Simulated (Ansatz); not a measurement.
**HfO2, pressure series**

Base system: HfO₂ (space group Pca2_1, No. 29).

```
HfO2
1.0
    5.29439     0.00000     0.00000
    0.00000     5.06979     0.00000
    0.00000     0.00000     5.10183
Hf O
4 8
Direct
  0.03259   0.26630   0.24967
  0.96741   0.73370   0.74967
  0.53259   0.73370   0.24967
  0.46741   0.26630   0.74967
  0.36542   0.06761   0.10651
  0.63458   0.93239   0.60651
  0.86542   0.93239   0.10651
  0.13458   0.06761   0.60651
  0.22922   0.53720   0.99983
  0.77078   0.46280   0.49983
  0.72922   0.46280   0.99983
  0.27078   0.53720   0.49983
```

Cell and atoms are relaxed at each pressure.

Level of theory: Ansatz (a program for electronic structure) PBE, scalar-relativistic without spin-orbit coupling, earlier PAW set.

Two rows of this table had their results exchanged by mistake.

```tsv
pressure	volume per atom (Å³)	shortest distance (Å)	band gap
pressure −2 GPa	11.53	2.049	4.38 eV
pressure −1 GPa	11.47	2.047	4.39 eV
pressure 0.3 GPa	11.14	2.035	4.44 eV
pressure 1.5 GPa	11.33	2.042	4.40 eV
pressure 3 GPa	11.25	2.039	4.42 eV
pressure 5 GPa	11.40	2.044	4.39 eV
```

### Question
Which two?

### Answer
The rows for pressure 0.3 GPa and pressure 5 GPa: the volume has to fall steadily with pressure, so 11.40 Å³ belongs to pressure 0.3 GPa and 11.14 Å³ to pressure 5 GPa.

Spin-orbit coupling, missing from the scalar runs, can matter with Hf. Load acts through the strain it causes; cell and atoms are relaxed under it. Whether these cells are dynamically stable was not tested. Competing high-pressure phases were not computed. This is not the structure that HfO2 has at room temperature and ambient pressure.
